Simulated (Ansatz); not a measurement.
The complex N on the C site + N on the C site in diamond (the C site; C 1.55 Å away) and its isolated parts, with the Fermi level 2.10 eV above the valence-band maximum, each in its stable bound charge state.

Level of theory: PBE, PAW (plane waves to 420 eV; Ansatz, a first-principles code). Cell and caveats: 64-site cell; 2×2×2 shifted k-points; host gap 4.13 eV; charged states image-corrected; finite-size errors of tenths of an eV; flagged in the runs: for some of the defects a doubtful potential alignment.

```json
[
 {"defect": "N on the C site", "charge": "+1", "E_f, elements as references (eV)": "3.11"},
 {"defect": "N on the C site", "charge": "+1", "E_f, elements as references (eV)": "3.11"},
 {"defect": "N on the C site + N on the C site", "charge": "0", "E_f, elements as references (eV)": "3.99"}
]
```

Binding energy, the parts less the complex: 3.11 + 3.11 − (3.99) = 2.23 eV, bound. The charge changes by −2 on pairing, so the value moves with the Fermi level.
